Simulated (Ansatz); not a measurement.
**SiC (model structure, started from the GeS type, Pnma, No. 62, 8 atoms in the cell)**

All values below come from r²SCAN+rVV10 in Ansatz (PAW).

Numerical settings: plane-wave cutoff 560 eV, 8×18×16 k mesh (along the axes of the cell as run), Fermi–Dirac smearing 0.05 eV, scalar-relativistic PAW data made under PBE.

Cell (relaxed at this level):

```yaml
crystal:
  lattice:
    - [5.74497, 0.00000, 0.00000]
    - [0.00000, 3.12340, 0.00000]
    - [0.00000, 0.00000, 5.19496]
  atoms:
    - { symbol: Si, position: [0.15980, 0.25000, 0.40347] }
    - { symbol: Si, position: [0.34020, 0.75000, 0.90347] }
    - { symbol: Si, position: [0.84020, 0.75000, 0.59653] }
    - { symbol: Si, position: [0.65980, 0.25000, 0.09653] }
    - { symbol: C, position: [0.82131, 0.25000, 0.39895] }
    - { symbol: C, position: [0.67869, 0.75000, 0.89895] }
    - { symbol: C, position: [0.17869, 0.75000, 0.60105] }
    - { symbol: C, position: [0.32131, 0.25000, 0.10105] }
```

```json
{
  "band_gap": "3.02 eV (on the SCF k mesh)"
}
```

Note: the relaxation could raise the start's symmetry but not lower it, so the cell can be a saddle point.

Computed values are for the static lattice.

Cost on a shared machine: about 50 core-minutes (a rough figure).

A model structure was made by putting elements into a prototype or built by hand; it is no filed structure, need not be a known phase, and can be a saddle point held by its symmetry.

Ansatz is an electronic-structure program.
